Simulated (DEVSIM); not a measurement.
Structure: abrupt InP p-n junction, at 300 K.

Layer 1 from the left is InP, thickness (μm) 0.280, Na (cm⁻³) 1.2e17, τn (s) 1.8e-8, τp (s) 1.8e-8. Layer 2 from the left is InP, thickness (μm) 5.80, Nd (cm⁻³) 1.6e15, τn (s) 1.8e-8, τp (s) 1.8e-8.

Left contact: ohmic. Right contact: ohmic. Voltage is applied to the left contact. Recombination: SRH at mid-gap, radiative. Mobility is μmin + (μ − μmin)/(1 + (N/Nref)^α).

Constants are typed, rounded textbook-type inputs, not results; the design itself was drawn at random and stands for no fabricated device. Values at 300 K.

InP: gap (eV) 1.344, affinity (eV) 4.38, permittivity 12.5, Nc (cm⁻³) 5.7e17, Nv (cm⁻³) 1.1e19, μn (cm²/Vs) 5200, μp (cm²/Vs) 170, μn,min 400, μp,min 10, Nref,n 3e17, Nref,p 4.9e17, αn 0.47, αp 0.62, B (cm³/s) 1.2e-10.

Simulated with DEVSIM: 1D drift-diffusion, Boltzmann statistics, complete ionisation; no tunnelling, impact ionisation, image-force lowering or self-heating.

Dark forward current:

```
|V| (V)  |J| (A/cm²)
-------  -----------
0.05       6.044e-10
0.10        2.116e-9
0.15        6.167e-9
0.20        1.719e-8
0.25        4.734e-8
0.30        1.301e-7
0.35        3.585e-7
0.40        9.934e-7
0.45        2.780e-6
0.50        7.918e-6
0.55        2.334e-5
0.60        7.350e-5
0.65       0.0002600
0.70        0.001088
0.75        0.005453
0.80         0.03146
0.85          0.1967
0.90           1.252
0.95           7.370
1.00           35.28
1.05           124.3
1.10           321.6
1.15           657.1
1.20            1141
1.25            1770
1.30            2531
```

Question: Work out the local ideality factor n = ΔV / (kT/q · ln(J2/J1)) between the rows 0.15 and 0.20 V, 0.85 and 0.90 V, 1.25 and 1.30 V.

Answer: kT/q = 25.85 mV. From 0.15 to 0.20 V: ln(1.719e-8/6.167e-9) = 1.025, n = 1.89, near the 2 of recombination in the depletion region. From 0.85 to 0.90 V: ln(1.252/0.1967) = 1.851, n = 1.05, near the 1 of diffusion or emission over a barrier. From 1.25 to 1.30 V: ln(2531/1770) = 0.358, n = 5.41.

Question: Estimate the current at 0.85 V from the Shockley equation with J0 = Σ q ni² D/(N L) coth(W/L), τ joining the SRH, radiative and Auger lifetimes that are on, and W taken as the whole layer.

Answer: ni² = 1.65e14 cm⁻⁶; electrons in the p layer: μ = 3310 cm²/Vs, D = 85.5 cm²/s, τ = 1.43e-8 s, L = 11.1 μm, W/L = 0.025, term 6.73e-16 A/cm²; holes in the n layer: μ = 166 cm²/Vs, D = 4.28 cm²/s, τ = 1.79e-8 s, L = 2.77 μm, W/L = 2.1, term 2.63e-16 A/cm². J0 = 9.36e-16 A/cm², and J = J0 exp(qV/kT) = 0.179 A/cm². The simulation gives 0.197 A/cm²; the estimate lies 9.2 % below. The estimate leaves out recombination in the depletion region and that region's share of W.
